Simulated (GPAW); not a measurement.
```xyz
2
Lattice="1.7412 -3.0159 0.0000 1.7412 3.0159 0.0000 0.0000 0.0000 5.5222" Properties=species:S:1:pos:R:3 pbc="T T T"
Lu     1.7412     1.0053     1.4306
Lu     1.7412    -1.0053     4.1417
```

Level of theory: PBE, GPAW PAW datasets PBE (gpaw-data 1.0.1) (plane waves; GPAW 25.7.0).

The set-up and first iterations of a GPAW log for Lu (P-3m1, 2 atoms in the cell):

```
Input parameters:
  convergence: {density: 1e-05}
  kpts: [5 5 3]
  maxiter: 150
  mode: {ecut: 800.0,
         name: pw}
  nbands: 25
  occupations: {name: methfessel-paxton,
                order: 0,
                width: 0.1}
  symmetry: {symmorphic: False,
             tolerance: 0.0005}
  xc: PBE

species:
  Lu:
    name: Lutetium
    Z: 71.0
    valence: 25
    core: 46
    charge: 0.0
    file: Lu.PBE.gz

    # Using partial waves for Lu as LCAO basis

Reference energy: -792574.470296  # eV

Spin-paired calculation

Convergence criteria:
 Maximum [total energy] change in last 3 cyles: 0.0005 eV / valence electron
 Maximum integral of absolute [dens]ity change: 1e-05 electrons / valence electron
 Maximum integral of absolute [eigenst]ate change: 4e-08 eV^2 / valence electron
 Maximum number of scf [iter]ations: 150

Symmetries present (total): 6
Symmetries with fractional translations: 0
75 k-points: 5 x 5 x 3 Monkhorst-Pack grid
   [... lines left out ...]
  Pulay-stress correction: 0.000000 eV/Ang^3 (de/decut=0.000000)

Occupation numbers: Methfessel-Paxton:
  width: 0.1000  # eV
  order: 0

Eigensolver

Densities:
  Coarse grid: 24*24*40 grid
  Fine grid: 48*48*80 grid
  Total Charge: 0.000000

Density mixing:
  Method: separate
  Backend: pulay
  Linear mixing parameter: 0.05
  old densities: 5
  Damping of long wavelength oscillations: 50

Hamiltonian:
  XC and Coulomb potentials evaluated on a 48*48*80 grid
  External potential:
    NoExternalPotential

XC parameters: PBE with 2 nearest neighbor stencil

Number of atoms: 2
Number of atomic orbitals: 40
Number of bands in calculation: 25
Number of valence electrons: 50
Bands to converge: occupied

Density initialized from atomic densities
  25 bands from LCAO basis set

Atomic positions and initial magnetic moments

Positions:
   0 Lu     1.741250    1.005313    1.430561    ( 0.0000,  0.0000,  0.0000)
   1 Lu     1.741250   -1.005313    4.141687    ( 0.0000,  0.0000,  0.0000)

Unit cell:
           periodic     x           y           z      points  spacing
  1. axis:    yes    1.741250   -3.015933    0.000000    24     0.1257
  2. axis:    yes    1.741250    3.015933    0.000000    24     0.1257
  3. axis:    yes    0.000000    0.000000    5.522250    40     0.1381

  Lengths:   3.482500   3.482500   5.522250
  Angles:   90.000000  90.000000 119.999992

Effective grid spacing dv^(1/3) = 0.1360
     iter     time        total  log10-change:
                         energy   eigst   dens
iter:   1 --:--:--    -8.048873
iter:   2 --:--:--    -7.997421   -1.80  -1.73
iter:   3 --:--:--    -8.070716   -0.69  -1.76
iter:   4 --:--:--    -8.084663   -1.76  -2.10
iter:   5 --:--:--    -8.101427   -2.44  -2.08
iter:   6 --:--:--    -8.175265   -2.71  -2.06
iter:   7 --:--:--    -7.794533   -1.10  -2.02
iter:   8 --:--:--    -8.185470   -1.13  -2.44
iter:   9 --:--:--    -7.786380   -1.05  -2.07
iter:  10 --:--:--    -7.797423   -2.12  -2.55
iter:  11 --:--:--    -7.786409c  -2.29  -2.58
iter:  12 --:--:--    -7.782351c  -2.88  -2.83
iter:  13 --:--:--    -7.785899c  -3.41  -2.84
iter:  14 --:--:--    -7.781301c  -2.89  -3.05
iter:  15 --:--:--    -7.781084c  -4.03  -3.30
```

Q: How does the run end?

A: The run ended unconverged after 150 iterations. It gives no final result for the task that was set. The log goes on:

```
   [... 32 lines left out ...]
iter:  48 --:--:--    -7.781030c  -6.04  -4.49
iter:  49 --:--:--    -7.781031c  -6.20  -4.71
iter:  50 --:--:--    -7.781032c  -6.24  -4.74
   [... lines left out ...]
iter: 149 --:--:--    -7.781086c  -6.85  -5.31c
iter: 150 --:--:--    -7.781086c  -6.77  -5.38c

Did not converge!

Here are some tips:

1) Make sure the geometry and spin-state is physically sound.
2) Use less aggressive density mixing.
3) Solve the eigenvalue problem more accurately at each scf-step.
4) Use a smoother distribution function for the occupation numbers.
5) Try adding more empty states.
6) Use enough k-points.
7) Don't let your structure optimization algorithm take too large steps.
8) Solve the Poisson equation more accurately.
9) Better initial guess for the wave functions.

See details here:

    https://gpaw.readthedocs.io/documentation/convergence.html
Traceback (most recent call last):
   [... frames left out ...]
gpaw.KohnShamConvergenceError: Did not converge!  See text output for help.
```

The starting cell has typed, rounded lattice constants, without a prior relaxation at this level. Its lattice was rescaled by up to half a per cent. One atom was moved a little off its site on purpose. Spin-orbit coupling is off.

The run was DFT PBE, plane waves, GPAW PAW datasets PBE (gpaw-data 1.0.1). Main settings of its input:

```
key                              value
-------------------  -----------------
mode                                pw
ecut                            800 eV
xc                                 PBE
kpts                             5 5 3
mesh shift (steps)               0 0 0
occupations.name     methfessel-paxton
occupations.width               0.1 eV
occupations.order                    0
nbands                              25
convergence.density   1e-05 e/electron
symmetry.symmorphic              false
symmetry.tolerance              0.0005
```
